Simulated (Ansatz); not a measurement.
We consider CsCl-type AgCl (model structure), described by LDA (plane waves, PAW; Ansatz, a program for electronic structure).

Settings: plane-wave cutoff 500 eV, 12×12×12 k mesh, Fermi–Dirac smearing 0.05 eV, no spin polarisation, scalar-relativistic PAW data made under PBE.

Cell (relaxed at this level):

```yaml
crystal:
  lattice:
    - [3.27757, 0.00000, 0.00000]
    - [0.00000, 3.27757, 0.00000]
    - [0.00000, 0.00000, 3.27757]
  atoms:
    - { symbol: Ag, position: [0.00000, 0.00000, 0.00000] }
    - { symbol: Cl, position: [0.50000, 0.50000, 0.50000] }
```

What does this level give for the band gap?


- band gap = 0.37 eV (on the SCF k mesh)

Note: the relaxation could raise the start's symmetry but not lower it, so the cell can be a saddle point.

Spin–orbit coupling is not included.

Computed values are for the static lattice.

A model structure was made by putting elements into a prototype or built by hand; it is no filed structure, need not be a known phase, and can be a saddle point held by its symmetry.
